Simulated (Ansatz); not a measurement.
## Mo under a change: H interstitial (started 1.58 Å from the nearest host atom), symmetric start

Take an 8-atom supercell of Mo in the bcc (W type) structure (space group Im-3m, No. 229; a = 3.161 Å) at its relaxed geometry as the base.

The change: a neutral H interstitial (started 1.58 Å from the nearest host atom), symmetric start, atoms relaxed at fixed cell.

Computed with Kohn–Sham DFT with the PBE functional, run in Ansatz (a quantum-chemistry and plane-wave program) with PAW and 420 eV plane waves, without spin-orbit coupling, earlier PAW set. Γ-centred 8×8×8 mesh, Fermi–Dirac width 0.05 eV.

```tsv
quantity	base	changed	shift
pressure	-0.1 GPa	6.4 GPa	+6.57 GPa
final site of the added atom	–	6 Mo at 1.72–2.21 Å (octahedral)	–
```

The cell is small, so the values are those of an ordered compound at a high defect concentration; dilute-limit values will differ. The defect started on the symmetric site and kept its symmetry, so it may sit on a saddle. The final runs are not spin-polarised. The defect cell is not spin-polarised.
